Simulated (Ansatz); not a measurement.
Take GaS in the beta-GaS type structure (space group P6_3/mmc, No. 194; a = 3.5344 Å, c = 15.0412 Å; layered, stacked along the Cartesian z axis) as the base. Axes: x lies along a and z along c of the hexagonal cell.

Calculations: PBEsol-D3(BJ) in Ansatz (plane waves to 420 eV, PAW, spin-orbit coupling left out), earlier PAW set.

Strains are applied to the cell and any free atomic positions relax; under biaxial strain the out-of-plane vector relaxes too.

One change was made to it. Results:

| quantity | base | after |
|---|---|---|
| smallest direct gap | 1.73 eV | 2.44 eV |
| valence-band top at Γ (three highest levels, from the VBM) | 0.00, -1.45, -1.45 eV | 0.00, -0.92, -0.92 eV |
| electron mass | – | 0.51 mₑ out of plane, 0.39 mₑ in plane (at K) |
| shortest interatomic distance | 2.315 Å | 2.288 Å |

Q: Name the change that was made.
(A) isotropic strain −5.24 %
(B) isotropic strain −2.72 %
(C) biaxial strain −2.89 %, plane normal [001], relaxed out of plane
(D) isotropic strain −5.10 %
(E) biaxial strain −2.05 %, plane normal [001], relaxed out of plane

A: C, biaxial strain −2.89 %, plane normal [001], relaxed out of plane. For comparison, the valence-band top at Γ in the other runs: isotropic strain −5.24 % gives 0.00, -1.13, -1.13 eV; biaxial strain −2.05 %, plane normal [001], relaxed out of plane gives 0.00, -1.09, -1.09 eV; isotropic strain −5.10 % gives 0.00, -1.14, -1.14 eV; isotropic strain −2.72 % gives 0.00, -1.28, -1.28 eV.

Masses are band curvatures over ±0.01 Å⁻¹ around the edge. Stability against distortions was not tested.

Ansatz is an electronic-structure program.
